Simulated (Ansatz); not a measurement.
An Ansatz (a first-principles code) input for (Ta,Al)(N,C) alloy cell Al5Ta11C14N2 (rock salt start):

Ansatz 0.2 input:
```yaml
crystal:
  lattice:
    - [4.43339792, -4.435666271, -4.434349454]
    - [4.428658036, 4.432188079, 4.433088578]
    - [4.432136717, -4.43387491, 4.431297451]
  atoms:
    - { symbol: Ta, position: [0.760256825, -0.001865031, 0.748024502] }
    - { symbol: Al, position: [0.745731126, 0.24160945, -0.001424907] }
    - { symbol: Ta, position: [0.497052469, 0.000233939, 0.495880272] }
    - { symbol: Ta, position: [0.748383132, 0.503329275, 0.244996866] }
    - { symbol: Al, position: [0.499966566, 0.243095829, 0.752501107] }
    - { symbol: Ta, position: [0.751653379, 0.750961892, 0.495955801] }
    - { symbol: Ta, position: [0.243678018, 0.005157737, 0.253446626] }
    - { symbol: Ta, position: [0.495965833, 0.492721072, 0.003456623] }
    - { symbol: Al, position: [0.248843888, 0.248687505, 0.506120248] }
    - { symbol: Ta, position: [0.501481166, 0.744757432, 0.254405802] }
    - { symbol: Ta, position: [0.245818053, 0.490579255, 0.755121015] }
    - { symbol: Al, position: [0.006024171, 0.010699235, -0.00512951] }
    - { symbol: Al, position: [0.000413848, 0.248465257, 0.244722143] }
    - { symbol: Ta, position: [0.243152389, 0.745606481, 0.001689163] }
    - { symbol: Ta, position: [0.004430335, 0.501185724, 0.501571087] }
    - { symbol: Ta, position: [0.000435159, 0.751265869, 0.752890622] }
    - { symbol: C, position: [0.748227027, 0.495297425, 0.750790471] }
    - { symbol: C, position: [0.750127977, 0.751767779, 0.000403719] }
    - { symbol: C, position: [0.50008611, 0.498930971, 0.499409856] }
    - { symbol: C, position: [0.751273863, 0.003719563, 0.247626099] }
    - { symbol: C, position: [0.501339301, 0.752804203, 0.749893609] }
    - { symbol: N, position: [0.740884341, 0.246623286, 0.511482264] }
    - { symbol: C, position: [0.246835964, 0.497891683, 0.251689126] }
    - { symbol: N, position: [0.51389044, 0.022842769, -0.015305291] }
    - { symbol: C, position: [0.250903137, 0.751094744, 0.498060673] }
    - { symbol: C, position: [0.499979903, 0.249141536, 0.250462315] }
    - { symbol: C, position: [0.252753358, 0.00336509, 0.750311191] }
    - { symbol: C, position: [-0.000464189, 0.499040426, 0.003331902] }
    - { symbol: C, position: [0.001318929, 0.750244919, 0.249402495] }
    - { symbol: C, position: [0.250416634, 0.24784385, -0.000198238] }
    - { symbol: C, position: [0.000802669, 0.004922716, 0.498243582] }
    - { symbol: C, position: [-0.00166181, 0.247978112, 0.750168764] }
basis:
  ecutwfc: 420
  ecutrho_ratio: 4
  xc_grid: 2
kpoints:
  mp_grid: { grid: [5, 5, 5] }
hamiltonian:
  xc: pbe
  dispersion: none
  pseudopotentials: { kind: paw }
scf:
  n_extra_bands: 33
  occupations: { method: fermi_dirac, width: 0.05 }
output:
  forces: true
  stress: true
relax:
  f_tol: 0.03
  max_steps: 90
  cell: { stress_tol: 0.15 }
```

Computed with PBE (plane waves to 420 eV, PAW; Ansatz). Scalar-relativistic, without spin–orbit coupling; the runs are not spin-polarised. Its k-point mesh 5×5×5, Fermi–Dirac width 0.05 eV.

### Question
Write the closing report of this run, without the band table and long remarks, to eight decimals at most.

### Answer
```
SCF converged after 4 iterations
Free energy (F): -116236.637132 eV
Harris-Foulkes:  -116236.637132 eV  (|F-HF|=5.82e-10)
Internal energy: -116236.579847 eV  (E = F + TS)
E sigma→0 (E₀):  -116236.608489 eV
Entropy (-TS):   -0.057285 eV (-1.790 meV/atom)
Fermi energy:    16.937757 eV
--- Per-component energies (eV) ---
  E_band       = -855.076624
  E_kinetic    = 5679.920741
  E_local      = -9131.231820  (includes V_loc(G=0)·N_el)
  E_nonlocal   = 663.142984
  E_hartree    = 3365.588813
  E_xc         = -3418.121218
  E_vxc        = -3407.866567  (∫ρ·V_xc dr)
  E_paw        = -96339.430156  (= ΣΔE_a)
  E_vpaw       = -1390.219698  (= ΣTr[D̂ρ^β])
  E_aug_tail   = 0.002195  (compensation charges beyond the density's cutoff)
  E_ewald      = -17056.451386
  E_smearing   = -0.057285  (= −TS)
  E_closure    = 0.000000  (closes the sum)
  Σ components = -116236.637132   (vs F -116236.637132, Δ=0.00e0)
--- Forces (eV/Å), atoms counted from 1 ---
  atom   1  Ta     0.00205962     0.00904141    -0.00150126
  atom   2  Al    -0.00021303    -0.00046984    -0.00267104
  atom   3  Ta    -0.00668526    -0.00438034     0.00227424
  atom   4  Ta    -0.00225590    -0.00430456    -0.00084466
  atom   5  Al    -0.00547309    -0.00106855    -0.00527790
  atom   6  Ta    -0.00223556     0.00394918     0.00184161
  atom   7  Ta     0.00126575     0.00218567    -0.00341362
  atom   8  Ta    -0.00330058    -0.00134600     0.00224550
  atom   9  Al     0.00024137     0.00412600     0.00745753
  atom  10  Ta     0.00528132     0.00018201     0.00647939
  atom  11  Ta    -0.00382317     0.00880214     0.00108679
  atom  12  Al     0.00221602     0.00550999     0.00015896
  atom  13  Al     0.00301992    -0.00924964    -0.00043944
  atom  14  Ta    -0.00008801     0.00692829    -0.00102290
  atom  15  Ta    -0.00106492     0.00350086    -0.00274153
  atom  16  Ta    -0.00274888    -0.00192440    -0.01303617
  atom  17  C      0.00916807     0.00094700     0.00218080
  atom  18  C     -0.00821380     0.00858180     0.00303290
  atom  19  C      0.00602692    -0.00274666    -0.00195001
  atom  20  C     -0.00215000     0.00443214     0.00133560
  atom  21  C      0.00090752    -0.00254512     0.00176310
  atom  22  N      0.00457767    -0.01318931     0.00388502
  atom  23  C     -0.00219349    -0.00603229    -0.00229066
  atom  24  N     -0.00625724    -0.00364656    -0.00040901
  atom  25  C     -0.00141032    -0.00277751     0.00272788
  atom  26  C      0.00092839     0.00172304     0.00229694
  atom  27  C      0.00404931    -0.00038715    -0.00388656
  atom  28  C      0.00162261     0.00299259     0.00198619
  atom  29  C      0.00511141    -0.00208186    -0.00042811
  atom  30  C      0.00272187    -0.00169073     0.00568821
  atom  31  C     -0.00475643    -0.00386440    -0.00158310
  atom  32  C      0.00367747    -0.00119289    -0.00494951
  max |Σ_I F_I| component: 5.56e-6 eV/Å
--- Stress (GPa, compression-positive) ---
       -0.027699      -0.004499      -0.001247
       -0.004499      -0.043484       0.005733
       -0.001247       0.005733      -0.055616
  P = ⅓ Tr σ = -0.0423 GPa (-0.423 kbar)
--- Relaxed structure (6 steps of the walk, 6 accepted, 1 SCFs on fresh bases) ---
  F+E_penalty+E_count = -116236.63713183 eV   max|allowed force component| = 1.319e-2 eV/Å   (the final SCF, on the basis selected at the relaxed cell)
  cell:  # Å, volume = 343.3032 Å³
    - [4.41702440, -4.41391579, -4.41285917]
    - [4.40908878, 4.40749373, 4.41135364]
    - [4.41551708, -4.41112019, 4.40855790]
  atoms:
    - { symbol: Ta, position: [0.75758629, -0.00408431, 0.74833296] }
    - { symbol: Al, position: [0.75395899, 0.24854114, -0.00146469] }
    - { symbol: Ta, position: [0.49558965, -0.00271375, 0.49849593] }
    - { symbol: Ta, position: [0.75022573, 0.50664212, 0.24419206] }
    - { symbol: Al, position: [0.49490871, 0.24794745, 0.75352387] }
    - { symbol: Ta, position: [0.74780603, 0.74775812, 0.50013934] }
    - { symbol: Ta, position: [0.24387407, 0.00324199, 0.25512253] }
    - { symbol: Ta, position: [0.49656937, 0.49625471, -1.11943212e-5] }
    - { symbol: Al, position: [0.24783088, 0.24795274, 0.50781596] }
    - { symbol: Ta, position: [0.49897923, 0.74767461, 0.25299798] }
    - { symbol: Ta, position: [0.25232050, 0.50244715, 0.74944688] }
    - { symbol: Al, position: [0.00739967, 0.01355854, -0.00666138] }
    - { symbol: Al, position: [0.00277002, 0.24778986, 0.24162014] }
    - { symbol: Ta, position: [0.24659376, 0.74734152, 6.73104931e-5] }
    - { symbol: Ta, position: [0.00555474, 0.50203771, 0.50349800] }
    - { symbol: Ta, position: [0.00041273, 0.74786389, 0.75055475] }
    - { symbol: C, position: [0.74454938, 0.48860014, 0.75407083] }
    - { symbol: C, position: [0.75456019, 0.75512039, 0.00021423] }
    - { symbol: C, position: [0.49566185, 0.49035996, 0.50364341] }
    - { symbol: C, position: [0.75596951, 0.00622901, 0.24252183] }
    - { symbol: C, position: [0.50087988, 0.75259967, 0.75007619] }
    - { symbol: N, position: [0.74645346, 0.24986900, 0.50575567] }
    - { symbol: C, position: [0.24367658, 0.49096506, 0.25461806] }
    - { symbol: N, position: [0.50731582, 0.01319161, -0.00860341] }
    - { symbol: C, position: [0.25110722, 0.75107250, 0.49816679] }
    - { symbol: C, position: [0.50158123, 0.25080338, 0.24798098] }
    - { symbol: C, position: [0.25140933, 0.00601967, 0.75254718] }
    - { symbol: C, position: [-0.00478099, 0.48981679, 0.00735671] }
    - { symbol: C, position: [7.73305847e-5, 0.75270515, 0.24598728] }
    - { symbol: C, position: [0.24855001, 0.24563778, -0.00132989] }
    - { symbol: C, position: [0.00377899, 0.01056783, 0.49505288] }
    - { symbol: C, position: [-0.00317016, 0.24618859, 0.75427078] }
```

Cost: around 20 core-minutes (rough).
